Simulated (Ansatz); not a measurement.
For CsCl-type TiOs, PBEsol (plane waves, PAW; Ansatz, a first-principles code) gives:

```
Item                              Value
------------------------------  -------
equilibrium lattice constant a  3.062 Å
bulk modulus                    267 GPa
```

### Question
What does r²SCAN in Ansatz (plane waves, PAW) give for the same quantities?

### Answer

- lattice constant a: 3.081 Å (grows by 0.6 %)
- bulk modulus: 263 GPa (decreases by 1.5 %)

For comparison: lattice constant a 3.08 Å (measured, temperature not stated, copied from a table, unchecked, no zero-point or thermal correction; as tabulated in Russian Metallurgy 1971, 147 (1971)).

Changes are worked out from the printed values.

Unless a cell is named, each level is at its own relaxed cell (PBEsol 14.35, r²SCAN 14.62 Å³/atom).

Levels without +SOC leave out spin–orbit coupling, which shifts energies and cells of such heavy elements.

Caveats: the bulk modulus is −V dP/dV from two relaxed cells at ±2 % in volume (PBEsol, r²SCAN). Ansatz's density-functional and Hartree–Fock values are scalar-relativistic unless marked +SOC, with PAW data made under PBE.
